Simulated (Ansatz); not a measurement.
# PBE against PBEsol: hypothetical P4_2/mnm GaAs, pressure 0.7 GPa

Start from GaAs (space group P4_2/mnm, No. 136; a = 7.0247 Å, c = 4.0616 Å; a hypothetical phase, not in the database extracts checked).

(Cell as relaxed with PBE.)

Levels (all Ansatz, an electronic-structure program, PAW): PBE (420 eV, spin-orbit coupling left out); PBEsol (420 eV, without spin-orbit coupling).

Each level relaxes its own structure.

```json
[
 {"base": "volume per atom", "PBE": "25.05 Å³", "PBEsol": "23.94 Å³"},
 {"base": "lattice parameter a", "PBE": "702.5 pm", "PBEsol": "691.7 pm"}
]
```

Modification: cell and atoms relaxed at a pressure of 0.7 GPa.

```json
[
 {"quantity": "shortest interatomic distance", "PBE": "246.3 pm", "PBEsol": "…"},
 {"quantity": "c/a ratio", "PBE": "0.579", "PBEsol": "…"}
]
```

Q: Predict the PBEsol column.

A: 
- shortest interatomic distance, PBEsol: 242.7 pm
- c/a ratio, PBEsol: 0.579

PBE's shortest interatomic distance lies 3.6 pm above PBEsol's (1.5 %); the two agree on the c/a ratio. Neither level is exact; PBEsol is the comparison here, not a measurement.

Load acts through the strain it causes; cell and atoms are relaxed under it. No phonon test of stability was made.
